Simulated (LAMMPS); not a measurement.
LAMMPS 22 Jul 2025, classical MD, Buckingham with full ionic charges: MgO, 1728 atoms.

| Item | Value |
|---|---|
| task | MD, nve |
| potential | Buckingham with full ionic charges |
| copies of the repeat unit | 6×6×6 |
| shape (slab and sphere leave vacuum in the box) | bulk |
| neighbor skin | 2 Å |
| neigh_modify | every 1 delay 0 check yes |
| kspace_style | pppm |
| kspace_accuracy | 0.0001 |
| pair cutoff | 10 Å |
| newton | on (default) |
| atom_modify sort (bins of 2 Å where set) | 1000 (default) |
| comm_style | brick (default) |
| kspace_modify | order 5 diff ik (default) |
| box | 25.3 × 25.3 × 25.3 Å |
| start | generated rock salt lattice, warmed in an untimed run |

All runs start from one configuration, warmed at this fixed volume for 1000 steps under a thermostat at 900 K. The run at the shortest step has a mean temperature of 890 K and a mean pressure of 3.1 GPa.

Each run covers about 2.0 ps at constant energy (mean temperature 890 K at the shortest step); σ is the standard deviation over the printed steps. Single runs; times are not shown.

Steps tried: 0.5 fs, 1 fs, 2 fs, 2.5 fs, 4 fs, 5 fs, 8 fs, 10 fs, 16 fs, 20 fs, 32 fs.

Q: Up to which step does the ratio σ(E total)/σ(E kinetic) stay under 1 %, and what happens beyond?

A: 1 fs. The run fails or blows up at 10 fs, 16 fs, 20 fs, 32 fs.

```csv
time step,σ(E total)/σ(E kinetic),last minus first total energy (meV/atom),mean temperature (K)
0.5 fs,0.0014,−0.0033,890
1 fs,0.0037,−0.0014,889
2 fs,0.014,+0.034,886
2.5 fs,0.023,+0.061,884
4 fs,0.060,+0.22,874
5 fs,0.087,+0.42,864
8 fs,0.52,+6.1,830
10 fs,stops: Lost atoms,—,—
16 fs,stops: Lost atoms,—,—
20 fs,stops: Lost atoms,—,—
32 fs,stops: Lost atoms,—,—
```

The bar is a choice.
